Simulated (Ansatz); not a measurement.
SrScO2F (model structure, started from the SrVO2H type, P4/mmm, No. 123, 5 atoms in the cell), treated with HSE06+SOC (Ansatz, a program for electronic structure, PAW).

Settings: plane-wave cutoff 460 eV, 6×6×6 k mesh, Fermi–Dirac smearing 0.01 eV, PAW data made under PBE.

Cell (relaxed with PBEsol):

ScSrFO₂ is modelled in the tetragonal space group P4/mmm (No. 123), Pearson symbol tP5. Conventional cell: a = b = 4.092 Å, c = 4.026 Å, α = β = γ = 90.00°. Sr on 1d has 8 O at 2.870 Å and 4 F at 2.894 Å (cuboctahedral). Sc on 1a sees 2 F at 2.013 Å and 4 O at 2.046 Å (octahedral). O on 2f is surrounded by 2 Sc at 2.046 Å and 4 Sr at 2.870 Å (octahedral). F on 1b is coordinated by 2 Sc at 2.013 Å and 4 Sr at 2.894 Å (octahedral). (Neighbours: up to the widest gap in distance over summed covalent radii, below 1.35, at either atom; cation-cation and far metal-metal contacts left out.)

### Question
Give the computed band gap and smallest direct gap on the k points sampled.

### Answer

band gap: 4.86 eV (on the SCF k mesh) (indirect)
smallest direct gap on the k points sampled: 5.33 eV

Note: the relaxation could raise the start's symmetry but not lower it, so the cell can be a saddle point; cell and atoms aren't relaxed at this level (pressure 1.7 GPa).

The computed numbers hold no vibrational or temperature effects.

It cost around 17 core-minutes (rough) of CPU time.

A model structure was made by putting elements into a prototype or built by hand; it is no filed structure, need not be a known phase, and can be a saddle point held by its symmetry.
